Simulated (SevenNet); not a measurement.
**A15 Mo3Si**

Method: the machine-learned potential SevenNet-l3i5 (trained on PBE and PBE+U data).

Cell (relaxed at this level):

Space group Pm-3n (No. 223); a = b = c = 4.921 Å, α = β = γ = 90.00°

```json
[
 {"atom": "Si", "site": "2a", "symmetry": "m-3.", "x": "0.0000", "y": "0.0000", "z": "0.0000"},
 {"atom": "Mo", "site": "6c", "symmetry": "-4m.2", "x": "0.0000", "y": "0.5000", "z": "0.2500"}
]
```

```json
{
 "lattice_constant_a": "4.921 Å",
 "volume_per_atom": "14.89 Å³/atom"
}
```

Measured, for comparison: lattice constant a 4.889 Å (temperature not stated, copied from a table, unchecked, no zero-point or thermal correction; as tabulated in Dopovidi Akademii Nauk Ukrains'koi RSR, Seriya A: Fiziko-Tekhnichni ta Matematichni Nauki 1970, 553 (1970)). Computed (rounded) less measured: lattice constant a not scored (unchecked).

A machine-learned potential is trained on density-functional data: it inherits that level's misses and adds fitting errors of its own.
